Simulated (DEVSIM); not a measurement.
System: Ti/SiO2/n-Si capacitor, at 400 K.

Layer 1 from the left is SiO2, thickness (nm) 3.50. Layer 2 from the left is Si, thickness (nm) 1500, Nd (cm⁻³) 1.5e17.

Metal gate on the left, work function 4.33 eV. Fixed charge at the semiconductor interface 1.2e11 cm⁻² (in units of +e); no interface traps.

This is a model device: material constants are rounded textbook-type values typed into the input, and sizes, dopings and lifetimes were drawn at random. Values at 300 K; Nc and Nv go as T^1.5, mobilities as T to minus their exponent, the gap by Varshni's rule with the affinity fixed.

SiO2: gap (eV) 9, affinity (eV) 0.9, permittivity 3.9. Si: gap (eV) 1.124, affinity (eV) 4.05, permittivity 11.7, Nc (cm⁻³) 2.86e19, Nv (cm⁻³) 3.1e19, Varshni α (eV/K) 0.000473, Varshni β (K) 636.

DEVSIM, 1D Poisson equation in equilibrium, Boltzmann statistics, complete ionisation; no quantum confinement or tunnelling. Metal contacts follow the ideal Schottky-Mott rule: no Fermi-level pinning, no interface dipoles.

Question: What does the simulation give for the flat-band voltage, the threshold voltage (band bending 2φF)?

Answer: flat-band voltage 0.06 V; threshold voltage (band bending 2φF) -0.83 V.
